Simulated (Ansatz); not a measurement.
Ni on the 1x1 (10-10) surface of wurtzite AlN (cut with top plane Al + N), one in a 2x1 cell, started at the site 'top Al #2'

Host crystal: wurtzite AlN, with a band gap (PBE, scalar-relativistic without spin-orbit coupling).

Method: PBE (plane waves to 420 eV, PAW; Ansatz, an electronic-structure program).

Model: 33-atom slab, 8.9 Å thick at the start under the adsorbate (thin: gaps and levels are the slab's own), 3x4x1 mesh, Fermi-Dirac 0.01 eV, dipole correction, 16 atoms held, the rest relaxed; start symmetry kept, larger cells not searched; spin-polarised, ending with about 0.1 μB a cell, a value that depends on the mesh; orders that need a larger cell were not tried, no spin-orbit, no U, no dispersion correction. The slab shows no gap over 0.04 eV on its mesh. At the end it is bonded to 3 Al + 2 N. In PBE this state lies 0.31 eV over the lowest of the starts that converged ('hollow Al').

The adsorption energy against an atom of fcc Ni, ferromagnetic comes out as 2.03 eV. The work function of the top face comes out as 3.66 eV and the change of the step from the bottom to the top vacuum level, against the clean slab comes out as 0.24 eV. The energy released by relaxation is 1.29 eV, the height of the binding atom over the mean of the host atoms within 0.3 Å of the top one is 127.0 pm and the nearest host atoms of the binding atom is N at 2.00 Å, N at 2.00 Å, Al at 2.40 Å. The largest move of a host atom comes out as 0.17 Å and the note is in the relaxation the adsorbate left its starting site by 1.0 Å. The cost is very roughly 19 core-minutes.

A negative adsorption energy means that the adsorbate is more stable on the surface than in its reference.
